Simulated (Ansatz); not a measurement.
Start from MoSi2 (space group I4/mmm, No. 139; a = 3.2017 Å, c = 7.8186 Å).

Level of theory: r2SCAN (Ansatz, a first-principles code), no spin-orbit coupling.

One change was made to it. Results:

| quantity | base | after |
|---|---|---|
| density | 6.30 g/cm³ | 7.41 g/cm³ |
| c/a ratio | 2.442 | 2.477 |

What was done to the base?
A. pressure 15 GPa
B. pressure 50 GPa
C. pressure 100 GPa

B, pressure 50 GPa. For comparison, the density in the other runs: pressure 100 GPa gives 8.19 g/cm³; pressure 15 GPa gives 6.70 g/cm³.

The mesh was chosen for an insulator and is coarse for the gapless case. Load acts through the strain it causes; cell and atoms are relaxed under it. No phonon test of stability was made. No other phases were tried under pressure. All final runs are without spin polarisation.
